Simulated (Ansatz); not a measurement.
Functionals compared on a constructed model of the (100) surface of fcc Pt, a pseudomorphic layer of Ni in the host's stacking (bottom of the slab: a bare face, its two planes held), in Ansatz (plane waves, PAW). The structure was relaxed with PBE; the other rows are single points on it. Cutoff 420 eV.

Model: 7-atom slab, 11.8 Å thick at the start, 13x13x1 mesh, Fermi-Dirac 0.1 eV, dipole correction, 2 atoms held, the rest relaxed; symmetry of the start imposed; spin-polarised, ending with about 1.4 μB a cell; orders that need a larger cell were not tried, no spin-orbit, no U. It is one candidate, not shown to be the stable structure of the face. These notes are the PBE run's. RPBE: The program's check for a lower electronic state was not made.

| functional | work function of the top face (eV) | magnetic moment of the cell (μB) | rough cost of the single point |
|---|---|---|---|
| PBE | 4.64 | 1.41 | – |
| RPBE | (withheld) | 1.45 | roughly 90 core-seconds |

Problem. What belongs in the gaps?

Solution. 
- RPBE, work function of the top face (eV): 4.46

Ansatz is a first-principles code.
